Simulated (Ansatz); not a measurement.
Method: PBE (plane waves to 420 eV, PAW; Ansatz, an electronic-structure program).

Plane-averaged electrostatic potential energy along the normal, in eV from the Fermi level, for the (111) surface of germanium, P on one of 1 atoms of the third shell, no caps (bottom of the slab: built like the top, H on every dangling bond, free):

(z (Å), V (eV)): (3.86, 4.20); (4.16, 4.20); (4.45, 4.20); (4.75, 4.20); (5.05, 4.20); (5.34, 4.20); (5.64, 4.20); (5.94, 4.19); (6.23, 4.19); (6.53, 4.17); (6.83, 4.14); (7.12, 4.06); (7.42, 3.85); (7.72, 3.36); (8.02, 2.10); (8.31, 2.02); (8.61, 2.00); (8.91, -0.16); (9.20, -3.41); (9.50, -6.28); (9.80, -8.73); (10.09, -9.57); (10.39, -8.44); (10.69, -5.89); (10.98, -3.02); (11.28, 0.05); (11.58, 1.76); (11.88, 1.68); (12.17, -0.21); (12.47, -3.29); (12.77, -6.03); (13.06, -8.36); (13.36, -9.35); (13.66, -8.49); (13.95, -6.20); (14.25, -3.51); (14.55, -0.46); (14.84, 1.57); (15.14, 1.76); (15.44, 0.26); (15.73, -2.73); (16.03, -5.50); (16.33, -7.61); (16.62, -9.68); (16.92, -10.39); (17.22, -8.41); (17.52, -4.76); (17.81, -0.33); (18.11, 2.10); (18.41, 2.54); (18.70, 1.31); (19.00, -1.52); (19.30, -4.27); (19.59, -6.50); (19.89, -8.08); (20.19, -7.95); (20.48, -6.17); (20.78, -3.73); (21.08, -0.69); (21.38, 2.29); (21.67, 3.83); (21.97, 4.55); (22.27, 4.89); (22.56, 5.05); (22.86, 5.12); (23.16, 5.16); (23.45, 5.17); (23.75, 5.18); (24.05, 5.19); (24.34, 5.19); (24.64, 5.19); (24.94, 5.19)

Model: 9-atom slab, 12.4 Å thick at the start with caps and adatoms (thin: gaps and levels are the slab's own), 8x8x1 mesh, Fermi-Dirac 0.025 eV, dipole correction, 2 atoms held, the rest relaxed; held to the start's symmetry, so lower structures may exist; no spin (no spin-polarised run to compare, though such a face may carry moments), no spin-orbit, no U. The slab shows no gap on its mesh. In PBE it lies 0.70 eV a 1x1 cell over the lowest computed structure of the same composition (P on one of 1 atoms under the surface, no caps).

**Question.** The surface cell has an area of 14.37 Å². What dipole along the normal does the step between the two vacuum levels imply?

**Answer.** the top vacuum level lies 0.99 eV above the bottom one; p = −ε₀ A ΔV (ε₀ = 0.005526 e/(V·Å)) gives -0.08 e·Å a cell.
